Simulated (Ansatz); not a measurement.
The starting structures come from a database of crystals and need not be the phases stable at ambient conditions.

 Where the default PAW files enter, the runs use the earlier of Ansatz's two default sets.

Inside the gap of an insulator the Bloch states are evanescent, with a wavenumber k + iκ along the transport direction.

Given:

```
GaO4P
1.0
    4.89632     0.00000     0.00000
   -2.44816     4.24034     0.00000
    0.00000     0.00000    11.08970
Ga P O
3 3 12
Direct
  0.45533   0.00000   0.50000
  0.00000   0.45533   0.83333
  0.54467   0.54467   0.16667
  0.45484   0.00000   0.00000
  0.00000   0.45484   0.33333
  0.54516   0.54516   0.66667
  0.59237   0.86660   0.62890
  0.13340   0.72577   0.96223
  0.27423   0.40763   0.29557
  0.72577   0.13340   0.37110
  0.40763   0.27423   0.03777
  0.86660   0.59237   0.70443
  0.67889   0.08723   0.89226
  0.91277   0.59166   0.22559
  0.40834   0.32111   0.55893
  0.59166   0.91277   0.10774
  0.32111   0.40834   0.77441
  0.08723   0.67889   0.44107
```

Space group of this cell: P3_121. The cell is taken as given.

Transport runs along the normal of the first two printed cell vectors, the (001) plane of the conventional cell.

The gap is the functional's own. No spin-orbit coupling. Mid-gap values are interpolated on the energy grid.

State the band gap and the smallest decay constant κ at mid-gap according to r2SCAN run with Ansatz (a first-principles code).

Gap 5.40 eV on a 12×12×4 mesh; κ = 0.447 1/Å, at the zone centre.
